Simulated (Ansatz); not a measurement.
Given:

```
CELL_PARAMETERS angstrom
      0.00000     2.77903     2.92190
      2.77903     0.00000     2.92190
      2.77903     2.77903     0.00000
ATOMIC_POSITIONS crystal
  Zn 0.00000 0.00000 0.00000
  Se 0.75000 0.75000 0.75000
```

All values below come from PBEsol with spin-orbit coupling, rigid bands (plane waves, PAW; Ansatz, a quantum-chemistry and plane-wave program). Condition of this run: uniaxial stress zz = -2 GPa (compression positive) (the target of the relaxation). How the cell was made: cell and atoms relaxed with PBEsol, then loaded as said.

### Question
Predict the electron conductivity mass (n e² τ/σ) at 300 K, by direction if it differs.

### Answer
0.095 (x), 0.095 (y), 0.101 (z) mₑ.

### Question
Predict the hole conductivity mass (n e² τ/σ) at 300 K, by direction if it differs.

### Answer
0.44 (x), 0.44 (y), 0.79 (z) mₑ.

### Question
And the band gap?

### Answer
1.00 eV at this level; semilocal functionals usually fall short of the measured gap.

Rigid bands, one relaxation time for all states, no polarons.
